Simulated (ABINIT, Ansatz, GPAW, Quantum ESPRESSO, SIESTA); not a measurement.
**Rh (Fm-3m, 1 atom in the cell) computed with different codes at matched settings**

Self-consistent single point.

```yaml
crystal:
  lattice:
    - [0.00000, 1.85960, 1.85960]
    - [1.85960, 0.00000, 1.85960]
    - [1.85960, 1.85960, 0.00000]
  atoms:
    - { symbol: Rh, position: [0.00000, 0.00000, 0.00000] }
```

All programs got the same cell, k-point mesh and kind of occupations (in Ansatz's words: kpoints.mp_grid.grid = 12 12 12; scf.occupations.method = gaussian; scf.occupations.width = 0.2 eV); potentials, basis and cutoffs are each program's usual ones.

```tsv
code	model	pressure (GPa)	k-points	cutoff
Ansatz	PBE, default PAW files	28.26	72	420 eV
Quantum ESPRESSO	PBE, SSSP 1.1.2 precision (PBE) pseudopotentials	28.53	72	75 Ry
SIESTA	GGA PBE, numerical atomic orbitals DZP, PseudoDojo PBE standard norm-conserving potentials (rewritten from UPF to PSML)	32.91	948	grid 300 Ry
ABINIT	PBE, norm-conserving pseudopotentials (PseudoDojo nc-sr-05 PBE standard)	28.82	72	1197 eV
GPAW	PBE, GPAW PAW datasets PBE (gpaw-data 1.0.1)	30.78	72	550 eV
```

The spread over the programs that give each value: pressure within 4.65 GPa.

The starting cell comes from a database of computed structures (which also holds hypothetical and non-ambient phases and stackings), without a prior relaxation at this level. Its lattice was rescaled by a random factor within 2.5 % of one. On Ansatz's run: Spin polarisation is off. In the base run, with a pressure of about 28 GPa the cell is away from its equilibrium volume at this level.

Problem. Why do the programs differ, and what cannot be compared?

Solution. Differences of this kind can come from the potentials, where these differ, and from what each basis and cutoff leave unconverged. The valence holds different numbers of electrons (Ansatz (a program for electronic structure) 17, Quantum ESPRESSO 17, SIESTA 17, ABINIT 17, GPAW 15). The zero of total energies and Fermi levels follows the potentials and each program's conventions, so they are not compared here. SIESTA uses small atom-centred bases, whose incompleteness enters pressures, forces and empty levels differently from a plane-wave cutoff. Ansatz's pressure is given at a fixed set of plane waves, as the other plane-wave codes print theirs; with its correction for the finite basis it is 28.40 GPa. The programs reduce the same mesh by symmetry to different extents, which changes the work and not the result. In the pressure, SIESTA (by 4.23) and GPAW (by 2.11) lie more than 1 GPa from the median of the plane-wave programs.

Left out of this page: Elk and FLEUR (not drawn, or without a comparable value).

Keys are those of Ansatz 0.2.
